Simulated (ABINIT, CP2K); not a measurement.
## Equation of state of zinc-blende CdSe (space group 216): energy against volume (CP2K, PBE)

```
CELL_PARAMETERS angstrom
      4.28316     0.00000     0.00000
      2.14158     3.70933     0.00000
      2.14158     1.23644     3.49719
ATOMIC_POSITIONS crystal
  Cd 0.00000 0.00000 0.00000
  Se 0.75000 0.75000 0.75000
```

Method of the run: PBE, GPW, DZVP-MOLOPT-SR-GTH basis, GTH-PBE potentials (GTH_POTENTIALS) run with CP2K. Settings: CUTOFF = 650 Ry; REL_CUTOFF = 50 Ry; SMEAR/METHOD = FERMI_DIRAC; ELECTRONIC_TEMPERATURE = 116.05 K; KPOINTS/SCHEME = MONKHORST-PACK 10 10 10; GAMMA_CENTERED = T; XC_FUNCTIONAL = PBE; Cd/BASIS_SET = DZVP-MOLOPT-SR-GTH; Cd/POTENTIAL = GTH-PBE-q12; Se/BASIS_SET = DZVP-MOLOPT-SR-GTH; Se/POTENTIAL = GTH-PBE-q6; METHOD = GPW; EPS_DEFAULT = 1e-10; NGRIDS = 5; SCF_GUESS = ATOMIC; EPS_SCF = 1e-06. The cell above is the first row's. The rows scale it uniformly. In all rows fractional positions and the k mesh are held. E is the free energy at the stated smearing, counted from the lowest row.

```
V (Å^3/atom)  E (meV/atom)
------------  ------------
27.7810                  ?
28.3850              16.79
28.9889               7.18
29.5929               1.73
30.1968               0.00
30.8007               1.60
31.4047               6.18
32.0086              13.43
32.6125              23.05
```

Fit E of the 8 rows that show it with the third-order Birch-Murnaghan form, a cubic in V^(-2/3). With u = V^(-2/3) - 0.1026, the rows have u = 0.0048667, 0.0033690, 0.0019221, 0.0005239, -0.0008285, -0.0021376, -0.0034052, -0.0046336. Least squares gives E = 0.242 - 918.3·u + 875553·u² + 2439380·u³. Residuals (row less fit): -0.001, 0.001, 0.001, -0.002, -0.002, -0.002, 0.005, -0.003; standard error 0.003 (degrees of freedom: 4). Its minimum lies at u = 0.0005233, so V0 = (0.1031233)^(-3/2) = 30.20. There d²E/du² = 1759000 and d³E/du³ = 1.464e7, so B0 = (4/9) × 30.20^(-7/3) × 1759000 × 0.160218 = 44.1 GPa (the last factor turns the table's units into GPa), and B0' = 4 + (2/3) × 0.1031233 × (1.464e7)/1759000 = 4.6. The program's pressures in the fitted runs (not shown) pass through zero at V = 30.20, 0.00 % from this V0.

### Question
Predict the withheld E at V = 27.7810 from the fit, and compare with the calculation.

### Answer
u = 0.0064188, so E = 0.242 - 918.3 × 0.0064188 + 875553 × 0.0064188² + 2439380 × 0.0064188³ = 31.066 meV/atom. The calculation gives 31.06 meV/atom, 0.006 meV/atom below the prediction (under 0.05 % of the range of E in the table). The row lies outside the fitted rows, so this is an extrapolation. From the scatter of the fitted rows alone, a prediction at this place has a standard error of 0.010 meV/atom, so the miss is 0.6 times that.

Carrying the step between the two nearest rows on in a straight line would have given 26.40, off by 4.66; series whose last step already gives the withheld value aren't shown. The reference cell has the volume at which an earlier scan in this program and functional put its minimum by a fit (its basis settings may differ). This is one of two polymorphs. The runs keep the symmetry of the cell, so they don't test it for distortions. A plane-wave scan with the same functional (ABINIT, PseudoDojo) gives V0 = 29.75 Å^3/atom and B0 = 44.8 GPa; a Birch-Murnaghan fit to all rows here lies 1.5 % from it in V0 and -2 % in B0; the two differ in basis, and may differ in potentials and mesh. Values carry the incompleteness of an atom-centred basis. Cutoffs and mesh are single choices, not tested for convergence of this quantity. Series with a scatter that would blur these digits, or in which a gap closes, are not shown. Nor are scans whose minimum lies at an end fitted in this form.
